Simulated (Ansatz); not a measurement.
A self-consistent single point of Ti₂InC (P6_3/mmc, 8 atoms in the cell) with Ansatz (a quantum-chemistry and plane-wave program).

Level of theory: r2SCAN, default PAW files made with PBE (plane waves; Ansatz).

```
Ti2InC
1.0
    3.13837     0.00000     0.00000
   -1.56918     2.71790     0.00000
    0.00000     0.00000    14.06778
In Ti C
2 4 2
Direct
  0.33333   0.66667   0.75000
  0.66667   0.33333   0.25000
  0.33333   0.66667   0.08600
  0.66667   0.33333   0.58600
  0.66667   0.33333   0.91400
  0.33333   0.66667   0.41400
  0.00000   0.00000   0.00000
  0.00000   0.00000   0.50000
```

Reference input (self-consistent single point, DFT, LDA (PW92), plane waves, default PAW files made with PBE): kpoints.mp_grid.grid = 10 10 2; hamiltonian.xc = lda; hamiltonian.pseudopotentials = {kind: paw} (the program's default PAW files); scf.occupations.method = gaussian; scf.occupations.width = 0.0073 Ry. This run's input differs from it in these lines:

Ansatz 0.2 input:
```diff
@@ -18,3 +18,3 @@
 hamiltonian:
-  xc: lda
+  xc: r2scan
   pseudopotentials: { kind: paw }
```

Output, abridged:

```
SCF iter   1: F=—  HF=-21750.330924 eV  |F-HF|=—  |Δ(HF+E_count)|=         —  Δρ=1.69e-2  dr2=4.92e-1  dr2_τ=2.77e-1  ethr=1.77e-3  ⟨swp⟩=5.9  Hψ=5551  notcnv=0  defer=2
all-band conjugate gradients solve this SCF's bands
preconditioner: auto → Kerker (q_TF=auto, 2.561 Å⁻¹)
SCF iter   2: F=—  HF=-21750.398154 eV  |F-HF|=—  |Δ(HF+E_count)|=   6.72e-2  Δρ=4.42e-3  dr2=3.96e-2  dr2_τ=6.68e-3  ethr=6.00e-4  ⟨swp⟩=3.0  Hψ=2548  notcnv=0  defer=79
   [... lines left out ...]
SCF iter   6: F=—  HF=-21750.400194 eV  |F-HF|=—  |Δ(HF+E_count)|=   2.45e-5  Δρ=4.40e-5  dr2=3.81e-6  dr2_τ=7.24e-8  ethr=9.02e-8  ⟨swp⟩=2.0  Hψ=1708  notcnv=0  defer=79
SCF iter   7: F=—  HF=-21750.400195 eV  |F-HF|=—  |Δ(HF+E_count)|=   9.52e-7  Δρ=1.09e-5  dr2=1.61e-7  dr2_τ=6.05e-9  ethr=4.65e-9  ⟨swp⟩=2.0  Hψ=1726  notcnv=0  defer=79
SCF iter   8: F=-21750.400195 eV  HF=-21750.400195 eV  |F-HF|=4.40e-9  |Δ(HF+E_count)|=   8.16e-8  Δρ=2.98e-6  dr2=1.42e-8  dr2_τ=4.23e-10  ethr=1.22e-10  ⟨swp⟩=10.8  Hψ=5406  notcnv=0
SCF 1 converged in 8 iterations: F = -21750.400195 eV  dr2 = 1.42e-8
Free energy (F): -21750.400195 eV
Internal energy: -21750.385509 eV  (E = F + TS)
E sigma→0 (E₀):  -21750.392852 eV
Entropy (-TS):   -0.014686 eV (-1.836 meV/atom)
Fermi energy:    13.435155 eV
--- Forces (eV/Å), atoms counted from 1 ---
  atom   1  In     0.00000000     0.00000000     0.00000000
  atom   2  In     0.00000000    -0.00000000     0.00000000
  atom   3  Ti    -0.00000000     0.00000000    -2.25327795
  atom   4  Ti    -0.00000000    -0.00000000    -2.25327795
  atom   5  Ti    -0.00000000    -0.00000000     2.25327795
  atom   6  Ti    -0.00000000     0.00000000     2.25327795
  atom   7  C      0.00000000    -0.00000000     0.00000000
  atom   8  C     -0.00000000     0.00000000     0.00000000
--- Stress (GPa, compression-positive) ---
       -2.736135       0.000000       0.000000
        0.000000      -2.736135       0.000000
        0.000000       0.000000      -5.909528
  P = ⅓ Tr σ = -3.7939 GPa (-37.939 kbar)
  The stress holds the Pulay correction. Without it, at fixed plane waves, as pw.x and ABINIT print it: P = -3.8616 GPa
```

The run converged in 8 iterations. Against the reference run the pressure goes from -11.28 to -3.79 GPa and the largest force goes from 2.386 to 2.253 eV/Å. The full log also holds: “WARN basis.ecutwfc = 500 eV, the default”.

The starting cell was generated: these elements placed on a structure prototype, without a prior relaxation; it need not be a known phase or ordering of this composition. Spin polarisation is off. With a pressure of about -4 GPa the cell is away from its equilibrium volume at this level. Forces in this geometry exceed 1 eV/Å. Ansatz's pressure includes its estimate of the finite-basis (Pulay) stress.
